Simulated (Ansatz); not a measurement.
The starting structures come from a database of crystals and need not be the phases stable at ambient conditions.

 Where the default PAW files enter, the runs use the earlier of Ansatz's two default sets.

```
CELL_PARAMETERS angstrom
      4.96724     0.00000     0.00000
     -1.52625     6.40252     0.00000
      1.52625    -0.27018     6.39681
ATOMIC_POSITIONS crystal
  Zn 0.25000 0.11696 0.11696
  Zn 0.75000 0.88304 0.88304
  P  0.25919 0.19700 0.62332
  P  0.74081 0.80300 0.37668
  P  0.24081 0.62332 0.19700
  P  0.75919 0.37668 0.80300
  O  0.30908 0.10762 0.40704
  O  0.69092 0.89238 0.59296
  O  0.19092 0.40704 0.10762
  O  0.80908 0.59296 0.89238
  O  0.15880 0.05196 0.80128
  O  0.84120 0.94804 0.19872
  O  0.34120 0.80128 0.05196
  O  0.65880 0.19872 0.94804
  O  0.95926 0.65483 0.35795
  O  0.04074 0.34517 0.64205
  O  0.54074 0.35795 0.65483
  O  0.45926 0.64205 0.34517
```

Space group of this cell: C2/c. The cell is taken as given; by PBEsol its mean pressure is 3.7 GPa.

Transport runs along the normal of the first two printed cell vectors.

The gap is the functional's own. No spin-orbit coupling. Mid-gap values are interpolated on the energy grid.

Question: Give the band gap and the smallest decay constant κ at mid-gap that PBEsol (Ansatz, a quantum-chemistry and plane-wave program) yields.

Answer: Gap 5.00 eV on a 6×6×6 mesh; κ = 0.454 1/Å, at the zone centre.
